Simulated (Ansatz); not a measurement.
Data:

```
CELL_PARAMETERS angstrom
      0.00000     1.95742     1.95742
      1.95742     0.00000     1.95742
      1.95742     1.95742     0.00000
ATOMIC_POSITIONS crystal
  Pt 0.00000 0.00000 0.00000
```

No spin polarisation.

Level of theory: LDA, PAW, 420 eV (Ansatz, a quantum-chemistry and plane-wave program; spin-orbit coupling left out). Γ-centred 29×29×29 mesh, Fermi–Dirac width 0.1 eV.

Task: Predict the pressure.

Result: -4.4 GPa.

Task: Predict the band gap.

Result: Zero.

Task: Estimate the space group.

Result: Fm-3m (No. 225).

The cells carry an imposed strain or load. Whether these cells are dynamically stable was not tested. The final runs are not spin-polarised. The cell was made from Pt in the fcc (Cu type) structure (space group Fm-3m, No. 225) by this change: isotropic strain +0.50 %.
